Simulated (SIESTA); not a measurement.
Band structure of MgS (Fm-3m, 2 atoms in the cell).

```yaml
crystal:
  lattice:
    - [0.00000, 2.58050, 2.58050]
    - [2.58050, 0.00000, 2.58050]
    - [2.58050, 2.58050, 0.00000]
  atoms:
    - { symbol: Mg, position: [0.00000, 0.00000, 0.00000] }
    - { symbol: S, position: [0.50000, 0.50000, 0.50000] }
```

Computed with SIESTA with GGA PBE, numerical atomic orbitals TZP, PseudoDojo PBE standard norm-conserving potentials (rewritten from UPF to PSML).

Settings: XC.functional = GGA; XC.authors = PBE; potentials = PseudoDojo PBE standard; PAO.BasisSize = TZP; PAO.EnergyShift = 0.01 Ry; MeshCutoff = 350 Ry; kgrid.MonkhorstPack = 9 9 9; OccupationFunction = FD; ElectronicTemperature = 0.01 eV; MaxSCFIterations = 150; SCF.Mixer.Method = Pulay; SCF.Mixer.Weight = 0.25; SCF.Mixer.History = 8; SCF.DM.Tolerance = 1.0E-04.

The starting cell has typed, rounded lattice constants, without a prior relaxation at this level. Its lattice was rescaled by a random factor within 2.5 % of one. Values carry the incompleteness of an atom-centred basis.

Problem. Predict the gap along the standard path and the places of the band edges.

Solution. The gap along the path is 2.69 eV, from Γ to X; the smallest direct gap on it is 3.96 eV.

Levels in eV from the top of the valence band on the path, bands 5 to 9:
| point | 5 | 6 | 7 | 8 | 9 |
|---|---|---|---|---|---|
| Γ | -12.87 | 0.00 | 0.00 | 0.00 | 3.96 |
| X | -11.06 | -4.36 | -1.75 | -1.75 | 2.69 |
| W | -10.99 | -3.37 | -3.37 | -2.51 | 5.30 |
| K | -11.04 | -3.85 | -3.35 | -1.42 | 3.99 |
| L | -11.43 | -5.10 | -0.60 | -0.60 | 4.79 |
| U | -11.04 | -3.85 | -3.35 | -1.42 | 3.99 |

Higher empty bands are left out: an atom-centred basis made for the valence describes them poorly.
